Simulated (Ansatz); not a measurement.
Given:

```yaml
crystal:
  lattice:
    - [3.76861, 0.00000, 0.00000]
    - [0.00000, 5.32961, 0.00000]
    - [1.88430, 2.66481, 1.95197]
  atoms:
    - { symbol: P, position: [0.50000, 0.25265, 0.00000] }
    - { symbol: Ga, position: [0.00000, 0.99735, 0.00000] }
```

No spin polarisation.

Calculations: r2SCAN in Ansatz (plane waves to 500 eV, PAW, scalar-relativistic without spin-orbit coupling), earlier PAW set. k-mesh 10×10×10 (Γ-centred); smearing 0.05 eV (Fermi–Dirac).

Question: Estimate the valence-band top at Γ (three highest levels, from the VBM).

Answer: 0.00, -0.06, -0.29 eV.

Question: What is the computed gap character?

Answer: Indirect, Γ → X.

Question: Estimate the band gap.

Answer: 1.41 eV.

Question: Predict the pressure (mean of the normal stresses, compression positive).

Answer: 3.08 GPa.

The cells carry an imposed strain or load. Whether these cells are dynamically stable was not tested. The cell was made from GaP in the zinc blende structure (space group F-43m, No. 216) by this change: biaxial strain −2.24 %, plane normal [110], relaxed out of plane.

Ansatz is a first-principles code.
